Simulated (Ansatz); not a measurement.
Consider the following.

```
CELL_PARAMETERS angstrom
      0.00000     3.00190     3.00190
      3.00190     0.00000     3.00190
      3.00190     3.00190     0.00000
ATOMIC_POSITIONS crystal
  Al 0.25000 0.25000 0.25000
  Al 0.75000 0.75000 0.75000
  Au 0.00000 0.00000 0.00000
```

These are PBEsol, DFPT electron-phonon coupling, linearised Boltzmann equation (plane waves, PAW, scalar-relativistic; Ansatz, a first-principles code) values and carry that method's errors. Geometry: relaxed with this functional, without spin-orbit coupling.

Problem. What phonon-limited resistivity does this give at 300 K?

Solution. 6.0 μΩ·cm.

Problem. And the electrons' mean free path at that temperature?

Solution. 18.6 nm, weighted by the current that each state carries. Wires not much wider than this gain resistivity from their walls.

A metal at this level (no band gap). Only scattering by harmonic phonons is included (no impurities, grain boundaries, electron-electron scattering or thermal expansion). Spin-orbit coupling is left out, which matters with elements this heavy. Halving the electron mesh (24x24x24) moves the resistivity by up to 8 % at 300 K, the mean free path by up to 3 %. Smearing 0.20 eV; phonons on a 4x4x4 q mesh, which this run doesn't test.
